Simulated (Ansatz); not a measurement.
## Ti: pressure series

The reference is Ti in the hcp (Mg type) structure (space group P6_3/mmc, No. 194; a = 2.864 Å, c = 4.534 Å).

Cell and atoms are relaxed at each pressure.

Level of theory: DFT with LDA, PAW potentials and a 420 eV plane-wave cutoff in Ansatz (an electronic-structure program), no spin-orbit coupling.

| P (GPa) | V (Å³/atom) |
|---|---|
| -2.00 | 16.371 |
| -1.00 | 16.237 |
| 0.89 | 15.996 |
| 2.09 | 15.850 |
| 4.50 | 15.576 |
| 9.00 | 15.112 |
| 15.00 | 14.573 |
| 22.50 | 13.995 |
| 29.98 | 13.496 |

A third-order Birch–Murnaghan fit to these points gives V₀ = 16.11 Å³/atom, B₀ = 127 GPa and B₀′ = 3.3. At pressure 30 GPa the volume is 83.8 % of V₀.

Load acts through the strain it causes; cell and atoms are relaxed under it. Stability against distortions was not tested. Competing high-pressure phases were not computed. All final runs are without spin polarisation.
